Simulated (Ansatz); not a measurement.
The starting structures come from a database of crystals and need not be the phases stable at ambient conditions.

 Where the default PAW files enter, the runs use the earlier of Ansatz's two default sets.

Inside the gap of an insulator the Bloch states are evanescent, with a wavenumber k + iκ along the transport direction.

Consider the following.

```xyz
8
Lattice="5.5710 0.0000 0.0000 -0.9072 5.4967 0.0000 2.3319 2.7483 4.2479" Properties=species:S:1:pos:R:3 pbc="T T T"
K      2.3319     2.7483     0.0000
Ag     1.8783     5.4967     2.1240
Ag     5.1174     2.7483     2.1240
As     0.0000     0.0000     0.0000
O      0.8228     5.3294     0.0000
O      1.6903     1.9922     2.8206
O      5.1243     1.6796     0.0000
O      4.0222     4.7405     1.4273
```

Space group of this cell: I-42m. The cell is taken as given; by r2SCAN its mean pressure is -5.4 GPa.

Transport runs along the normal of the first two printed cell vectors, the (110) plane of the conventional cell.

The gap is the functional's own, uncorrected, and κ follows it; spin-orbit coupling is left out. Mid-gap values are interpolated between the computed energies.

### Question
Estimate the band gap and the smallest decay constant κ at mid-gap that r2SCAN (Ansatz, a quantum-chemistry and plane-wave program) returns for this system.

### Answer
Gap 0.62 eV on a 8×8×8 mesh; κ = 0.148 1/Å, at the zone centre.
